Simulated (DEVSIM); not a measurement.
System: illuminated Si n-on-p cell, one wavelength, with a back-surface field, at 300 K.

Layer 1 from the left is Si, thickness (μm) 0.670, Nd (cm⁻³) 1e18, τn (s) 3.8e-5, τp (s) 5.1e-5, absorption coefficient (cm⁻¹) 150. Layer 2 from the left is Si, thickness (μm) 36.0, Na (cm⁻³) 9.4e15, τn (s) 0.00039, τp (s) 0.00039, absorption coefficient (cm⁻¹) 150. Layer 3 from the left is Si, thickness (μm) 0.680, Na (cm⁻³) 9.5e18, τn (s) 0.00039, τp (s) 0.00039, absorption coefficient (cm⁻¹) 150.

Left contact: ohmic, minority hole recombination velocity 70 cm/s. Right contact: ohmic, minority electron recombination velocity 8e6 cm/s. Voltage is applied to the left contact. Recombination: SRH at mid-gap, radiative, Auger. Light enters at the left, 1.9e18 photons cm⁻² s⁻¹, one pass, no reflection. Mobility is constant in doping.

The device is made up for the run: typed textbook-type constants, with dimensions and the other settings drawn at random. Values at 300 K.

Si: gap (eV) 1.124, affinity (eV) 4.05, permittivity 11.7, Nc (cm⁻³) 2.86e19, Nv (cm⁻³) 3.1e19, μn (cm²/Vs) 1417, μp (cm²/Vs) 470, B (cm³/s) 4.7e-15, Cn (cm⁶/s) 2.8e-31, Cp (cm⁶/s) 9.9e-32.

Model (solved in DEVSIM): 1D drift-diffusion, Boltzmann statistics, complete ionisation; no tunnelling, impact ionisation, image-force lowering or self-heating.

What does the simulation give for the share of generated pairs collected at short circuit, the dark forward voltage at 100 A/cm², the open-circuit voltage, the fill factor?

share of generated pairs collected at short circuit 0.973; dark forward voltage at 100 A/cm² 0.847 V; open-circuit voltage 0.662 V; fill factor 0.84.
